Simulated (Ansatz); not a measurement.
The starting structures come from a database of crystals and need not be the phases stable at ambient conditions.

 Where the default PAW files enter, the runs use the earlier of Ansatz's two default sets.

Input:

```yaml
crystal:
  lattice:
    - [6.19419, 0.00000, 0.00000]
    - [0.00000, 6.19419, 0.00000]
    - [3.09710, -3.09710, 4.37995]
  atoms:
    - { symbol: K, position: [0.75000, 0.75000, 0.50000] }
    - { symbol: K, position: [0.25000, 0.25000, 0.50000] }
    - { symbol: Hf, position: [0.00000, 0.00000, 0.00000] }
    - { symbol: F, position: [0.22866, 0.77134, 0.00000] }
    - { symbol: F, position: [0.77134, 0.22866, 0.00000] }
    - { symbol: F, position: [0.22866, 0.22866, 0.00000] }
    - { symbol: F, position: [0.77134, 0.77134, 0.00000] }
    - { symbol: F, position: [0.22866, 0.77134, 0.54268] }
    - { symbol: F, position: [0.77134, 0.22866, 0.45732] }
```

Space group of this cell: Fm-3m. The cell is taken as given; by PBEsol its mean pressure is -1.4 GPa.

Transport runs along the normal of the first two printed cell vectors, the (001) plane of the conventional cell.

No gap correction and no spin-orbit coupling; mid-gap values are interpolated between computed energies.

Estimate the band gap and the smallest decay constant κ at mid-gap that PBEsol (Ansatz, a program for electronic structure) returns for this system.

Gap 6.82 eV on a 8×8×8 mesh; κ = 0.578 1/Å, at the zone centre.
